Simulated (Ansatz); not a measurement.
We consider Al2O3 (model structure, started from the Al2S3 type, Cc, No. 9, 10 atoms in the cell), described by r²SCAN (Ansatz, an electronic-structure program, plane waves, PAW).

Run with plane-wave cutoff 560 eV, 8×8×8 k mesh, Fermi–Dirac smearing 0.01 eV, scalar-relativistic PAW data made under PBE.

Computed at the level's own relaxed cell.

```xyz
10
Lattice="4.8507 -2.7420 0.0434 4.8507 2.7420 0.0434 -3.1130 0.0000 4.7064" Properties=species:S:1:pos:R:3 pbc="T T T"
Al     4.0424    -2.3220     2.4845
Al     5.5989     2.3220     0.1313
Al     5.6820     0.3098     2.3829
Al     4.1255    -0.3098     4.7361
O     -1.1733     0.7802     4.1793
O      0.3832    -0.7802     1.8262
O      5.7762     0.0237     4.1426
O      7.3327    -0.0237     1.7894
O      3.0893     0.8910     4.1283
O      4.6458    -0.8910     1.7751
```

### Question
List the 32 lowest band energies at Γ above −25 eV (eV, relative to the valence band maximum), grouping those that round alike.

### Answer
At Γ: -19.65, -18.72, -18.54, -18.51, -16.93, -16.87, -6.55, -6.42, -5.95, -4.30, -4.18, -3.85, -3.74, -3.37, -2.83, -2.53, -1.88, -1.73, -1.66, -1.56, -0.76, -0.53, -0.08, -0.02, 4.73, 8.83, 9.00, 9.34, 9.71, 9.93, 10.52, 10.61.

Note: the relaxation could raise the start's symmetry but not lower it, so the cell can be a saddle point.

A model structure was made by putting elements into a prototype or built by hand; it is no filed structure, need not be a known phase, and can be a saddle point held by its symmetry.
